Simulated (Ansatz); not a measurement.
The starting structures come from a database of crystals and need not be the phases stable at ambient conditions.

By PBEsol, the system below comes out a metal.

A figure of merit of an interconnect metal is its ballistic conductance per area.

Given:

```xyz
6
Lattice="3.0337 0.0000 0.0000 0.0000 4.7402 0.0000 0.0000 0.0000 5.2958" Properties=species:S:1:pos:R:3 pbc="T T T"
W      1.5168     3.5203     0.8474
W      1.5168     1.2199     4.4485
W      0.0000     1.1502     1.8005
W      0.0000     3.5900     3.4953
C      0.0000     0.0000     0.0000
C      1.5168     2.3701     2.6479
```

Space group of this cell: Pnnm. The cell is taken as given; by PBEsol its mean pressure is -10.7 GPa.

The current flows along the normal of the first two printed cell vectors. No spin-orbit coupling; the value is a mean over 0.1 eV about the Fermi level.

**Question.** Estimate the ballistic conductance per area that PBEsol (Ansatz, a program for electronic structure) returns for this system.

**Answer.** 0.76 × 10¹⁵ S/m² for both spins.
